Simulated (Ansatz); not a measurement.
Base system: Ti in the hcp (Mg type) structure (space group P6_3/mmc, No. 194; a = 2.9363 Å, c = 4.6372 Å). Axes: x lies along a and z along c of the hexagonal cell.

Calculations: DFT with r2SCAN, PAW potentials and a 500 eV plane-wave cutoff in Ansatz (a first-principles code), without spin-orbit coupling, earlier PAW set.

For the base:

```
Property                        Result
-----------------------------  -------
Shortest interatomic distance  2.872 Å
Band gap                          zero
```

One thing is altered: a free-standing slab of 7 layers (7 atoms, 1 a layer) is cut normal to the z axis, with 15 Å of vacuum and the in-plane cell held at bulk.

### Question
Estimate the effect on the shortest interatomic distance, excess energy per area of both faces, change of the spacing d12 from its bulk value of 2.319 Å, change of the spacing d23 from its bulk value of 2.319 Å and band gap.

### Answer
The shortest interatomic distance decreases by 0.129 Å (2.872 Å → 2.743 Å); the excess energy per area of both faces (slab less bulk energy over the cell's area: twice a surface energy) comes out as 4.4 J/m² (uncertain by up to 0.2 J/m²); the change of the spacing d12 from its bulk value of 2.319 Å comes out as -7.0 %; the change of the spacing d23 from its bulk value of 2.319 Å comes out as +3.2 %; the band gap is still zero.

The excess energy carries the mismatch between the slab's and the bulk's meshes. Whether these cells are dynamically stable was not tested. All final runs are without spin polarisation.
